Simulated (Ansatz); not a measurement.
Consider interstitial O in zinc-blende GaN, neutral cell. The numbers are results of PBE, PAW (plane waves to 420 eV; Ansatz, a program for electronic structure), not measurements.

Cell of 64 host sites held at the relaxed PBE lattice; one k-point at (0.250, 0.250, 0.250); Fermi-Dirac width 0.01 eV, spin-restricted; finite-size errors left in. Energies are static. The host's phase is taken as given; its stability against other phases was not computed. The charge state is imposed; whether it is stable for some Fermi level was not computed. Sites that were not tried may lie lower.

Barriers: single points on a 2×2×2 k-point mesh shifted by half a step at the bands' geometries (they differ from the bands' own by up to 0.06 eV, and are uncertain by about as much).

Relaxed starting cell (atoms counted from 1):

```yaml
crystal:
  lattice:
    - [9.09713, 0.00000, 0.00000]
    - [0.00000, 9.09713, 0.00000]
    - [0.00000, 0.00000, 9.09713]
  atoms:
    - { symbol: Ga, position: [0.97073, 0.97136, 0.02755] }
    - { symbol: Ga, position: [0.99970, 0.00057, 0.49892] }
    - { symbol: Ga, position: [0.99971, 0.50032, 0.99864] }
    - { symbol: Ga, position: [0.99986, 0.49933, 0.50007] }
    - { symbol: Ga, position: [0.49867, 0.00070, 0.99846] }
    - { symbol: Ga, position: [0.50234, 0.99957, 0.49535] }
    - { symbol: Ga, position: [0.50236, 0.50396, 0.99979] }
    - { symbol: Ga, position: [0.49982, 0.50080, 0.49843] }
    - { symbol: N, position: [0.12460, 0.12534, 0.37343] }
    - { symbol: N, position: [0.15785, 0.16141, 0.83936] }
    - { symbol: N, position: [0.12596, 0.62125, 0.37825] }
    - { symbol: N, position: [0.12450, 0.62606, 0.87399] }
    - { symbol: N, position: [0.62496, 0.12653, 0.37407] }
    - { symbol: N, position: [0.62396, 0.12588, 0.87345] }
    - { symbol: N, position: [0.62468, 0.62528, 0.37397] }
    - { symbol: N, position: [0.62506, 0.62482, 0.87263] }
    - { symbol: Ga, position: [0.00069, 0.24932, 0.24779] }
    - { symbol: Ga, position: [0.99619, 0.25687, 0.74219] }
    - { symbol: Ga, position: [0.99614, 0.74044, 0.25870] }
    - { symbol: Ga, position: [0.00028, 0.75186, 0.75024] }
    - { symbol: Ga, position: [0.50020, 0.25058, 0.24906] }
    - { symbol: Ga, position: [0.50205, 0.25273, 0.74672] }
    - { symbol: Ga, position: [0.49809, 0.74978, 0.24958] }
    - { symbol: Ga, position: [0.50079, 0.74992, 0.74854] }
    - { symbol: N, position: [0.12554, 0.37517, 0.12263] }
    - { symbol: N, position: [0.12696, 0.37792, 0.62150] }
    - { symbol: N, position: [0.12006, 0.86029, 0.13889] }
    - { symbol: N, position: [0.12544, 0.87702, 0.62443] }
    - { symbol: N, position: [0.62454, 0.37562, 0.12407] }
    - { symbol: N, position: [0.62704, 0.37706, 0.62225] }
    - { symbol: N, position: [0.62312, 0.87467, 0.12477] }
    - { symbol: N, position: [0.62470, 0.87513, 0.62342] }
    - { symbol: Ga, position: [0.24691, 0.99989, 0.24569] }
    - { symbol: Ga, position: [0.26148, 0.00073, 0.73726] }
    - { symbol: Ga, position: [0.25024, 0.50109, 0.24874] }
    - { symbol: Ga, position: [0.25119, 0.50274, 0.74802] }
    - { symbol: Ga, position: [0.74470, 0.99861, 0.25388] }
    - { symbol: Ga, position: [0.74773, 0.00019, 0.74925] }
    - { symbol: Ga, position: [0.74867, 0.49820, 0.25026] }
    - { symbol: Ga, position: [0.75005, 0.50097, 0.74877] }
    - { symbol: N, position: [0.37598, 0.12748, 0.12374] }
    - { symbol: N, position: [0.38367, 0.12824, 0.61557] }
    - { symbol: N, position: [0.37424, 0.62652, 0.12317] }
    - { symbol: N, position: [0.37573, 0.62686, 0.62273] }
    - { symbol: N, position: [0.86769, 0.12507, 0.12935] }
    - { symbol: N, position: [0.87369, 0.12470, 0.62425] }
    - { symbol: N, position: [0.87278, 0.62243, 0.12531] }
    - { symbol: N, position: [0.87586, 0.62567, 0.62487] }
    - { symbol: Ga, position: [0.26173, 0.26305, 0.99821] }
    - { symbol: Ga, position: [0.25117, 0.25107, 0.49689] }
    - { symbol: Ga, position: [0.24703, 0.75360, 0.99917] }
    - { symbol: Ga, position: [0.25014, 0.75080, 0.49839] }
    - { symbol: Ga, position: [0.74785, 0.24996, 0.99890] }
    - { symbol: Ga, position: [0.74993, 0.25044, 0.49822] }
    - { symbol: Ga, position: [0.74426, 0.74502, 0.00080] }
    - { symbol: Ga, position: [0.74878, 0.74898, 0.50085] }
    - { symbol: N, position: [0.37562, 0.37647, 0.37259] }
    - { symbol: N, position: [0.38379, 0.38435, 0.87085] }
    - { symbol: N, position: [0.37417, 0.87613, 0.37287] }
    - { symbol: N, position: [0.37674, 0.87497, 0.87195] }
    - { symbol: N, position: [0.87583, 0.37450, 0.37378] }
    - { symbol: N, position: [0.87380, 0.37494, 0.87451] }
    - { symbol: N, position: [0.87295, 0.87405, 0.37668] }
    - { symbol: N, position: [0.86628, 0.86935, 0.87431] }
    - { symbol: O, position: [0.13729, 0.04318, 0.94794] }
```

End state 1 differs by these moves (Å; atoms that move under 0.08 Å are left out):

| atom | element | Δx | Δy | Δz |
|---|---|---|---|---|
| 1 | Ga | 0.16 | 0.27 | -0.15 |
| 10 | N | -0.62 | 0.00 | 0.62 |
| 19 | Ga | 0.03 | 0.09 | -0.08 |
| 24 | Ga | 0.08 | -0.09 | -0.03 |
| 25 | N | -0.04 | 0.08 | 0.10 |
| 27 | N | 0.02 | 0.13 | -0.12 |
| 28 | N | -0.01 | -0.07 | -0.08 |
| 34 | Ga | 0.15 | -0.27 | -0.16 |
| 49 | Ga | -0.12 | 0.00 | 0.12 |
| 58 | N | -0.10 | -0.08 | 0.04 |
| 60 | N | 0.12 | -0.13 | -0.02 |
| 64 | N | 0.08 | 0.07 | 0.01 |
| 65 | O | 0.56 | 0.00 | -0.56 |

Q: Predict the forward and backward barriers to end state 1 from PBE, PAW.

A: forward 0.29 eV, backward 0.29 eV; at the saddle point atom 10 has neighbours 2 Ga at 1.86; O at 1.45 Å. The saddle point's order was not checked, and it lies on a symmetry element of the cell, where a band can be held.
